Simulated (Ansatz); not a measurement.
The structure below was relaxed with r2SCAN/PAW in Ansatz (a quantum-chemistry and plane-wave program), scalar-relativistic without spin-orbit coupling.

```xyz
4
Lattice="-2.3276 3.2975 6.8789 2.3276 -3.2975 6.8789 2.3276 3.2975 -6.8789" Properties=species:S:1:pos:R:3 pbc="T T T"
Ba     0.0000     0.0000     9.7812
Ba     0.0000     0.0000     3.9766
Mg     0.0000     3.2975     0.0000
Ba     2.3276     0.0000     0.0000
```

### Question
Find the space group and the Wyckoff positions.

### Answer
Space group Immm (No. 71); a = 4.655 Å, b = 6.595 Å, c = 13.758 Å, α = 90.00°, β = 90.00°, γ = 90.00°

```tsv
atom	site	symmetry	x	y	z
Ba	4i	mm2	0.0000	0.0000	0.2890
Mg	2d	mmm	0.0000	0.5000	0.0000
Ba	2b	mmm	0.5000	0.0000	0.0000
```

Each cell is one ordered arrangement of few atoms, which overstates ordering effects compared with a random alloy. No phonon test of stability was made. The cell was made from Ba by this change: x(Mg) = 0.25, 4 atoms, Immm.
